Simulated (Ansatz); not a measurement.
## Cs2O in the anti-CdI2 type structure (space group P-3m1, No. 164; a hypothetical phase, not in the database extracts checked)

```
CELL_PARAMETERS angstrom
      4.16953     0.00000     0.00000
     -2.08476     3.61092     0.00000
      0.00000     0.00000     6.82006
ATOMIC_POSITIONS crystal
  O  0.00000 0.00000 0.00000
  Cs 0.33333 0.66667 0.22361
  Cs 0.66667 0.33333 0.77639
```

All numbers come from PBE-D3(BJ) (Ansatz, an electronic-structure program; PAW; 420 eV plane waves; no SOC). k-mesh 9×9×5 (Γ-centred); smearing 0.05 eV (Fermi–Dirac).

| Property | Value |
|---|---|
| Volume per atom | 34.23 Å³ |
| Density | 4.56 g/cm³ |
| Band gap | 0.95 eV, indirect, M → Γ |
| Electron mass | 0.41 mₑ along c, 0.34 mₑ across |
| Total energy | -3969.971 eV/atom (σ→0; compares only within this code and set-up) |

Effective masses come from finite differences of ±0.01 Å⁻¹. Stability against distortions was not tested.
